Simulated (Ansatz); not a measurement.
**ZnGeP2: uniaxial strain ε_xx = +3.00 %**

Consider ZnGeP2 in the chalcopyrite structure (space group I-42d, No. 122; a = 5.374 Å, c = 10.625 Å). Axes: x, y, z lie along a, b, c of the conventional cell.

One thing is altered: the cell is stretched by 3.00 % along x with no lateral relaxation, atoms relaxed at fixed cell.

All numbers come from LDA (Ansatz, a program for electronic structure), no spin-orbit coupling. k-mesh 9×9×9 (Γ-centred); smearing 0.05 eV (Fermi–Dirac).

```csv
quantity,base,changed,shift
volume per atom,19.18 Å³,19.75 Å³,+0.575 Å³
space group,I-42d (No. 122),I2_12_12_1 (No. 24),–
shortest interatomic distance,2.317 Å,2.335 Å,+0.018 Å
energy relative to the base (free energy F),0 meV/atom,+7.3 meV/atom,+7.3 meV/atom
band gap,1.00 eV,0.94 eV,-0.067 eV
gap character,–,"indirect, Γ → X–F₂ (33 % along)",–
smallest direct gap,1.18 eV,1.12 eV,-0.06 eV
electron mass,–,"0.96 mₑ along y, 0.27 mₑ across (off the special points)",–
hole mass,"0.099 mₑ along c, 0.32 mₑ across (at Γ)","0.086 mₑ along z, 0.33 mₑ across (at Γ)",–
"valence-band top at Γ (three highest levels, from the VBM)","0.00, -0.07, -0.07 eV","0.00, -0.05, -0.25 eV",–
largest internal atomic displacement,–,0.013 Å,–
"stress (xx, yy, zz, yz, xz, xy; compression positive)",–,"(-4.00, -1.69, -1.72, 0.00, 0.00, 0.00) GPa",–
```

Final structure:

```
CELL_PARAMETERS angstrom
     -2.76758     2.68698     5.31275
      2.76758    -2.68698     5.31275
      2.76758     2.68698    -5.31275
ATOMIC_POSITIONS crystal
  Zn 0.00058 0.00058 0.00000
  Zn 0.74942 0.24942 0.50000
  Ge 0.49961 0.49961 0.00000
  Ge 0.25039 0.75039 0.50000
  P  0.87500 0.87218 0.49718
  P  0.12505 0.62500 0.00005
  P  0.37500 0.37782 0.50282
  P  0.62495 0.12500 0.99995
```

Effective masses come from finite differences of ±0.01 Å⁻¹. Whether these cells are dynamically stable was not tested. Labels are those of the standard path for the cell's own space group.
